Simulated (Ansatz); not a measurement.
Corundum Ga2O3 (metastable phase)

Level of theory: PBE-D4 (Ansatz, a program for electronic structure, PAW).

Run with plane-wave cutoff 500 eV, 10×10×10 k mesh, gaussian smearing 0.02 eV, scalar-relativistic PAW data made under PBE.

Cell (relaxed at this level):

```
Ga2O3
1.0
    2.51033     1.44934     4.49676
   -2.51033     1.44934     4.49676
    0.00000    -2.89868     4.49676
Ga O
4 6
Cartesian
  0.00000   0.00000  11.54768
  0.00000   0.00000   1.94260
  0.00000   0.00000   8.68773
  0.00000   0.00000   4.80254
  0.76129   1.58008   5.62095
 -0.76129  -1.58008   7.86933
 -1.74904  -0.13074   5.62095
  1.74904   0.13074   7.86933
  0.98775  -1.44934   5.62095
 -0.98775   1.44934   7.86933
```

```yaml
band_gap: 2.67 eV (on the SCF k mesh)
```

Spin–orbit coupling is not included.

The computed numbers hold no vibrational or temperature effects.
